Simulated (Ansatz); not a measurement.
**Nb5Si3, pressure series**

Base system: Nb5Si3 (space group P6_3/mcm, No. 193; a = 7.508 Å, c = 5.224 Å).

Cell and atoms are relaxed at each pressure.

Level of theory: PBEsol (Ansatz, an electronic-structure program, PAW, no spin-orbit coupling).

```csv
pressure (GPa),volume per atom (Å³/atom)
-2,16.101
-1,16.017
0,15.935
0.3,15.912
1.5,15.818
3,15.703
5,15.558
7.5,?
10,15.221
```

Q: Fit the third-order Birch–Murnaghan form P(V) = (3B₀/2)[(V₀/V)^(7/3) − (V₀/V)^(5/3)]·[1 + (3/4)(B₀′ − 4)((V₀/V)^(2/3) − 1)] (squares taken in P) to the rows shown and predict the withheld row.

A: Least squares on the printed values gives V₀ = 15.936 Å³/atom, B₀ = 198 GPa, B₀′ = 4.1; this predicts 15.385 Å³/atom, and the run gives 15.385 Å³/atom, in agreement.

Load acts through the strain it causes; cell and atoms are relaxed under it. Stability against distortions was not tested. Competing high-pressure phases were not computed. All final runs are without spin polarisation.
